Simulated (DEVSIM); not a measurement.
System: abrupt GaAs p-n junction, at 350 K.

```csv
layer (left to right),material,thickness (μm),Nd (cm⁻³),Na (cm⁻³),τn (s),τp (s)
1,GaAs,0.900,-,4.6e16,7.6e-9,7.6e-9
2,GaAs,20.0,7.2e15,-,7.6e-9,7.6e-9
```

Left contact: ohmic. Right contact: ohmic. Voltage is applied to the left contact. Recombination: SRH at mid-gap, radiative. Mobility is μmin + (μ − μmin)/(1 + (N/Nref)^α).

Constants are typed, rounded textbook-type inputs, not results; the design itself was drawn at random and stands for no fabricated device. Values at 300 K; Nc and Nv go as T^1.5, mobilities as T to minus their exponent, the gap by Varshni's rule with the affinity fixed.

| parameter | GaAs |
|---|---|
| gap (eV) | 1.424 |
| affinity (eV) | 4.07 |
| permittivity | 12.9 |
| Nc (cm⁻³) | 4.7e17 |
| Nv (cm⁻³) | 9e18 |
| μn (cm²/Vs) | 8500 |
| μp (cm²/Vs) | 400 |
| μn,min | 500 |
| μp,min | 20 |
| Nref,n | 6e16 |
| Nref,p | 1.5e17 |
| αn | 0.39 |
| αp | 0.38 |
| T exponent of μn | 2.1 |
| T exponent of μp | 2.2 |
| B (cm³/s) | 2e-10 |
| Varshni α (eV/K) | 0.000541 |
| Varshni β (K) | 204 |

DEVSIM, 1D drift-diffusion, Boltzmann statistics, complete ionisation; no tunnelling, impact ionisation, image-force lowering or self-heating.

The doping Nd of layer 2 was swept, all else fixed.

```json
[
 {"doping Nd of layer 2 (cm^-3)": "2.2e14", "dark forward voltage at 100 A/cm² (V)": "1.336", "largest field in the device at zero bias (V/cm)": "13000", "potential step across the device at zero bias (V)": "0.997", "dark forward voltage at 1 A/cm² (V)": "0.845"},
 {"doping Nd of layer 2 (cm^-3)": "7.2e14", "dark forward voltage at 100 A/cm² (V)": "1.206", "largest field in the device at zero bias (V/cm)": "17000", "potential step across the device at zero bias (V)": "1.032", "dark forward voltage at 1 A/cm² (V)": "0.857"},
 {"doping Nd of layer 2 (cm^-3)": "2.2e15", "dark forward voltage at 100 A/cm² (V)": "1.112", "largest field in the device at zero bias (V/cm)": "25000", "potential step across the device at zero bias (V)": "1.066", "dark forward voltage at 1 A/cm² (V)": "0.870"},
 {"doping Nd of layer 2 (cm^-3)": "7.2e15", "dark forward voltage at 100 A/cm² (V)": "1.058", "largest field in the device at zero bias (V/cm)": "43000", "potential step across the device at zero bias (V)": "1.102", "dark forward voltage at 1 A/cm² (V)": "0.878"},
 {"doping Nd of layer 2 (cm^-3)": "2.2e16", "dark forward voltage at 100 A/cm² (V)": "1.038", "largest field in the device at zero bias (V/cm)": "67000", "potential step across the device at zero bias (V)": "1.136", "dark forward voltage at 1 A/cm² (V)": "0.881"},
 {"doping Nd of layer 2 (cm^-3)": "7.2e16", "dark forward voltage at 100 A/cm² (V)": "1.028", "largest field in the device at zero bias (V/cm)": "94000", "potential step across the device at zero bias (V)": "1.171", "dark forward voltage at 1 A/cm² (V)": "0.881"},
 {"doping Nd of layer 2 (cm^-3)": "2.2e17", "dark forward voltage at 100 A/cm² (V)": "1.024", "largest field in the device at zero bias (V/cm)": "110000", "potential step across the device at zero bias (V)": "1.205", "dark forward voltage at 1 A/cm² (V)": "0.881"}
]
```

From the first row to the last the dark forward voltage at 100 A/cm² goes from 1.336 to 1.024. From the first row to the last the largest field in the device at zero bias goes from 13000 to 110000.
